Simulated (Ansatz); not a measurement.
The starting structures come from a database of crystals and need not be the phases stable at ambient conditions.

Inside the gap of an insulator the Bloch states are evanescent, with a wavenumber k + iκ along the transport direction.

```
CELL_PARAMETERS angstrom
      4.17636     0.00000     0.00000
      0.00000     6.13397     0.00000
      0.00000    -3.06698     2.98069
ATOMIC_POSITIONS crystal
  Zr 0.50000 0.50688 0.00000
  Pb 0.00000 0.94502 0.00000
  O  0.50000 0.03203 0.46888
  O  0.50000 0.56315 0.53112
  O  0.00000 0.55991 0.00000
```

Space group of this cell: Amm2. The cell is taken as given; by r2SCAN its mean pressure is -5.5 GPa.

Transport runs along the normal of the first two printed cell vectors.

No gap correction and no spin-orbit coupling; mid-gap values are interpolated between computed energies.

Q: Compute, with r2SCAN run with Ansatz (an electronic-structure program), the band gap and the smallest decay constant κ at mid-gap.

A: Gap 3.11 eV on a 8×10×10 mesh; κ = 0.292 1/Å, at (0.000, 0.500) of the in-plane reciprocal vectors. At the zone centre, at the nearest computed energy, the slowest state has κ = 0.38 1/Å.
